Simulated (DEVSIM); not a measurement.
System: abrupt Si n-p junction, at 300 K.

| layer (left to right) | material | thickness (μm) | Nd (cm⁻³) | Na (cm⁻³) | τn (s) | τp (s) |
|---|---|---|---|---|---|---|
| 1 | Si | 4.60 | 1e17 | - | 0.00084 | 0.00084 |
| 2 | Si | 1.10 | - | 1.6e16 | 0.00084 | 0.00084 |

Left contact: ohmic. Right contact: ohmic. Voltage is applied to the left contact. Recombination: SRH at mid-gap, radiative. Mobility is constant in doping.

This is a model device: material constants are rounded textbook-type values typed into the input, and sizes, dopings and lifetimes were drawn at random. Values at 300 K.

```tsv
parameter	Si
gap (eV)	1.124
affinity (eV)	4.05
permittivity	11.7
Nc (cm⁻³)	2.86e19
Nv (cm⁻³)	3.1e19
μn (cm²/Vs)	1417
μp (cm²/Vs)	470
B (cm³/s)	4.7e-15
```

Model (solved in DEVSIM): 1D drift-diffusion, Boltzmann statistics, complete ionisation; no tunnelling, impact ionisation, image-force lowering or self-heating.

The doping Na of layer 2 was swept, all else fixed.

```json
[
 {"doping Na of layer 2 (cm^-3)": "4.8e14", "potential step across the device at zero bias (V)": "0.691", "largest field in the device at zero bias (V/cm)": "19000", "dark forward voltage at 100 A/cm² (V)": "0.608", "dark forward voltage at 1 A/cm² (V)": "0.450"},
 {"doping Na of layer 2 (cm^-3)": "1.6e15", "potential step across the device at zero bias (V)": "0.723", "largest field in the device at zero bias (V/cm)": "?", "dark forward voltage at 100 A/cm² (V)": "?", "dark forward voltage at 1 A/cm² (V)": "?"},
 {"doping Na of layer 2 (cm^-3)": "4.8e15", "potential step across the device at zero bias (V)": "0.751", "largest field in the device at zero bias (V/cm)": "33000", "dark forward voltage at 100 A/cm² (V)": "0.652", "dark forward voltage at 1 A/cm² (V)": "0.524"},
 {"doping Na of layer 2 (cm^-3)": "1.6e16", "potential step across the device at zero bias (V)": "0.782", "largest field in the device at zero bias (V/cm)": "56000", "dark forward voltage at 100 A/cm² (V)": "0.682", "dark forward voltage at 1 A/cm² (V)": "0.557"},
 {"doping Na of layer 2 (cm^-3)": "4.8e16", "potential step across the device at zero bias (V)": "0.811", "largest field in the device at zero bias (V/cm)": "87000", "dark forward voltage at 100 A/cm² (V)": "0.709", "dark forward voltage at 1 A/cm² (V)": "0.586"},
 {"doping Na of layer 2 (cm^-3)": "1.6e17", "potential step across the device at zero bias (V)": "0.842", "largest field in the device at zero bias (V/cm)": "120000", "dark forward voltage at 100 A/cm² (V)": "0.738", "dark forward voltage at 1 A/cm² (V)": "0.616"},
 {"doping Na of layer 2 (cm^-3)": "4.8e17", "potential step across the device at zero bias (V)": "0.870", "largest field in the device at zero bias (V/cm)": "140000", "dark forward voltage at 100 A/cm² (V)": "0.761", "dark forward voltage at 1 A/cm² (V)": "0.640"}
]
```

Q: What belongs in the gaps?

A: 
- 1.6e15, largest field in the device at zero bias (V/cm): 23000
- 1.6e15, dark forward voltage at 100 A/cm² (V): 0.630
- 1.6e15, dark forward voltage at 1 A/cm² (V): 0.491
